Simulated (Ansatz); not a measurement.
Given:

```
CELL_PARAMETERS angstrom
      4.50569     0.00000     0.00000
     -2.25284     3.83337     0.00000
      0.00000     0.00000     4.99129
ATOMIC_POSITIONS crystal
  Se 0.21786 0.00000 0.83333
  Se 0.00144 0.22074 0.16622
  Se 0.78070 0.77926 0.50045
```

No spin polarisation.

All numbers come from r2SCAN/PAW in Ansatz (a first-principles code), no spin-orbit coupling. k-mesh 9×9×7 (Γ-centred); smearing 0.05 eV (Fermi–Dirac).

What is the computed smallest direct gap?

1.49 eV.

Predict the gap character.

Indirect, M₂ → D.

Predict the electron mass.

0.42 mₑ along x, 0.39 mₑ along y, 0.17 mₑ along z (off the base's special points).

The cells carry an imposed strain or load. Effective masses come from finite differences of ±0.01 Å⁻¹. Whether these cells are dynamically stable was not tested. The cell was made from Se (space group P3_121, No. 152; made of chains) by this change: uniaxial strain ε_yy = −1.76 %. No dispersion term is included, though the crystal is made of layers, chains or molecules, so its spacings can come out too wide.
